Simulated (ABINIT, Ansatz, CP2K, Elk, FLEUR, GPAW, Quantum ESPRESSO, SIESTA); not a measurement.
One structure in several programs: Br (Cmce, 4 atoms in the cell)

Self-consistent single point.

```xyz
4
Lattice="2.2559 -3.3587 0.0000 2.2559 3.3587 0.0000 0.0000 0.0000 8.7819" Properties=species:S:1:pos:R:3 pbc="T T T"
Br     3.8847     0.0000     7.8071
Br     2.8830     0.0000     3.4162
Br     1.6288     0.0000     5.3657
Br     0.6271     0.0000     0.9748
```

All programs got the same cell, k-point mesh and kind of occupations (in Ansatz's words: kpoints.mp_grid.grid = 5 5 2; scf.occupations.method = fermi_dirac; scf.occupations.width = 0.02 eV); potentials, basis and cutoffs are each program's usual ones.

| code | model | pressure (GPa) | largest force (eV/Å) | gap on the mesh (eV) | k-points | cutoff |
|---|---|---|---|---|---|---|
| CP2K | PBE, GPW, DZVP-MOLOPT-SR-GTH basis, GTH-PBE potentials (GTH_POTENTIALS) | 2.45 | 1.087 | 1.626 | 26 | grid 400 Ry |
| FLEUR | PBE, all-electron FLAPW (FLEUR), scalar-relativistic valence | – | 0.588 | 1.724 | 18 | Kmax 3.9 1/bohr |
| GPAW | PBE, GPAW PAW datasets PBE (gpaw-data 1.0.1) | 1.48 | 0.654 | 1.720 | 18 | 550 eV |
| Quantum ESPRESSO | PBE, PseudoDojo standard norm-conserving (PBE) pseudopotentials | 1.23 | 0.534 | 1.698 | 18 | 50 Ry |
| ABINIT | PBE, PAW (JTH v2.0 PBE PAW) | 1.21 | 0.531 | 1.730 | 18 | 40 Ry |
| Ansatz | PBE, PAW files | 1.24 | 0.521 | 1.727 | 18 | default |
| SIESTA | GGA PBE, numerical atomic orbitals DZP, PseudoDojo PBE standard norm-conserving potentials (rewritten from UPF to PSML) | 0.73 | 1.081 | 1.654 | 28 | grid 300 Ry |
| Elk | PBE, all-electron FP-LAPW, Elk's shipped species files, APW+lo basis with extra local orbitals | – | 0.403 | 1.733 | 18 | rgkmax 7.5 |

A dash marks a value that a program does not give, or that is left out as unsure.

Gaps are read on the mesh.

The spread over the programs that give each value: pressure within 1.72 GPa; largest force within 0.684 eV/Å; gap on the mesh within 0.107 eV.

The starting cell has typed, rounded lattice constants, without a prior relaxation at this level. Its lattice was rescaled by a random factor within 2.5 % of one.

**Question.** Why do the programs differ, and what cannot be compared?

**Answer.** Differences of this kind can come from the potentials, where these differ, and from what each basis and cutoff leave unconverged. The zero of total energies and Fermi levels follows the potentials and each program's conventions, so they are not compared here. CP2K and SIESTA use small atom-centred bases, whose incompleteness enters pressures, forces and empty levels differently from a plane-wave cutoff. FLEUR and Elk treat all electrons, but the usual bases taken here (sphere radii, linearisation, local orbitals, empty states) were not tested for convergence, so the values are no reference for the others. Ansatz's pressure is given at a fixed set of plane waves, as the other plane-wave codes print theirs. The programs reduce the same mesh by symmetry to different extents, which changes the work and not the result. In the pressure, CP2K (by 1.22) lies more than 1 GPa from the median of the plane-wave programs. In the force vectors, CP2K (by 0.562), GPAW (by 0.124), SIESTA (by 0.552) and Elk (by 0.140) lie more than 0.08 eV/Å from the median of the plane-wave programs.

Ansatz is a first-principles code.

Keys are those of Ansatz 0.2.
